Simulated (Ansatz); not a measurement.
# Converging shifted k-point meshes: NiAl (P4mm, 2 atoms in the cell)

```
CELL_PARAMETERS angstrom
      2.88133     0.00000     0.00000
      0.00000     2.88133     0.00000
      0.00000     0.00000     2.88133
ATOMIC_POSITIONS crystal
  Al 0.50000 0.50000 0.51735
  Ni 0.00000 0.00000 0.00000
```

Computed with LDA (PW92), default PAW files made with PBE (plane waves; Ansatz, a program for electronic structure).

Base settings: basis.ecutwfc = 30.9 Ry; kpoints.mp_grid.grid = 11 11 11; hamiltonian.xc = lda; hamiltonian.pseudopotentials = {kind: paw} (the program's default PAW files); scf.occupations.method = fermi_dirac; scf.occupations.width = 0.0073 Ry.

In this ladder: kpoints.mp_grid.shift = 0.5 0.5 0.5.

Only quantities that move along the ladder and can be compared are tabulated.

The count of work is k-points × plane waves × bands × iterations; it is no time. Core times come from one kind of shared machine, to one figure; runs under 30 s give none.

The starting cell has typed, rounded lattice constants, without a prior relaxation at this level. Its lattice was rescaled by up to half a per cent. One atom was moved a little off its site on purpose. Spin polarisation is off. In the base run, with a pressure of about -8 GPa the cell is away from its equilibrium volume at this level. Ansatz's pressure includes its estimate of the finite-basis (Pulay) stress.

Steps (kpoints.mp_grid.grid): 2 2 2; 3 3 3; 4 4 4; 5 5 5; 6 6 6; 7 7 7; 8 8 8; 9 9 9; 10 10 10; 11 11 11; 12 12 12; 13 13 13; 15 15 15; 16 16 16; 18 18 18; 20 20 20; 22 22 22; 25 25 25; 27 27 27; 30 30 30; 34 34 34; 37 37 37.

**Question.** What is the coarsest kpoints.mp_grid.grid that holds the pressure within 0.5 GPa of the last step, with all finer ones?

**Answer.** 5 5 5, at 0.0050 of the last step's count of work; the step before is off by 1.2 GPa.

**Question.** What is the coarsest kpoints.mp_grid.grid that holds the free energy within 0.5 meV/atom of the last step, with all finer ones?

**Answer.** 13 13 13, at 0.054 of the last step's count of work; the step before is off by 1.0 meV/atom.

**Question.** What is the coarsest kpoints.mp_grid.grid that holds the forces within 0.02 eV/Å of the last step, with all finer ones?

**Answer.** 3 3 3, at 0.0017 of the last step's count of work; the step before is off by 0.023 eV/Å.

| kpoints.mp_grid.grid | free energy less the last step's (meV/atom) | pressure (GPa) | largest difference of a force vector from the last step's (eV/Å) | count of work / last | core time / last (rough) |
|---|---|---|---|---|---|
| 2 2 2 | 848.34 | -6.40 | 0.023 | 0.00028 | – |
| 3 3 3 | -56.79 | -9.11 | 0.016 | 0.0017 | – |
| 4 4 4 | 42.08 | -7.07 | 0.009 | 0.0017 | – |
| 5 5 5 | 20.77 | -8.53 | 0.006 | 0.0050 | – |
| 6 6 6 | -3.81 | -8.23 | 0.002 | 0.0050 | – |
| 7 7 7 | 6.24 | -8.03 | 0.001 | 0.011 | – |
| 8 8 8 | -1.55 | -8.35 | 0.000 | 0.011 | – |
| 9 9 9 | -1.89 | -8.32 | 0.001 | 0.021 | – |
| 10 10 10 | 2.92 | -8.22 | 0.000 | 0.021 | – |
| 11 11 11 | 0.39 | -8.32 | 0.001 | 0.035 | – |
| 12 12 12 | -1.05 | -8.30 | 0.000 | 0.035 | – |
| 13 13 13 | 0.32 | -8.28 | 0.000 | 0.054 | – |
| 15 15 15 | -0.11 | -8.31 | 0.000 | 0.080 | – |
| 16 16 16 | 0.14 | -8.28 | 0.000 | 0.080 | – |
| 18 18 18 | -0.04 | -8.31 | 0.000 | 0.11 | – |
| 20 20 20 | -0.02 | -8.30 | 0.000 | 0.15 | – |
| 22 22 22 | 0.01 | -8.30 | 0.000 | 0.20 | – |
| 25 25 25 | 0.01 | -8.30 | 0.000 | 0.33 | 0.5 |
| 27 27 27 | 0.00 | -8.30 | 0.000 | 0.41 | 0.4 |
| 30 30 30 | 0.01 | -8.30 | 0.000 | 0.50 | 0.6 |
| 34 34 34 | 0.00 | -8.30 | 0.000 | 0.72 | 0.5 |
| 37 37 37 | 0.00 | -8.30 | 0.000 | 1.0 | 1 |

Keys are those of Ansatz 0.2.
